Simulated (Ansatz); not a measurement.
Take NiO in the rock salt structure (space group Fm-3m, No. 225; a = 4.189 Å; ferromagnetic) as the base.

Method: r2SCAN (Ansatz, a first-principles code, PAW, no spin-orbit coupling).

Before the change:

The lattice parameter a is 7.915 bohr. The width of the top valence band is 2.79 eV and the band gap is 0.82 eV. The smallest direct gap is 1.71 eV.

Modification: a negative pressure, −1 GPa.

Question: Estimate the effect on the lattice parameter a.

Answer: The lattice parameter a grows by 0.0123 bohr (7.915 bohr → 7.928 bohr).

Question: What happens to the width of the top valence band?

Answer: The width of the top valence band falls by 0.03 eV, from 2.79 eV to 2.76 eV.

Question: Predict the new band gap.

Answer: The band gap goes up by 0.02 eV to 0.84 eV.

Question: Estimate the effect on the smallest direct gap.

Answer: The smallest direct gap hardly moves (1.71 eV against 1.72 eV).

Load acts through the strain it causes; cell and atoms are relaxed under it. No phonon test of stability was made. No Hubbard U is applied and the magnetic state is the run's own (NiO ferromagnetic); other magnetic orders, which need larger cells, were not tried and can change the gap. A gap here joins edges of opposite spin (a spin-flip gap). In its common phase, real NiO is an antiferromagnetic insulator at low temperature.
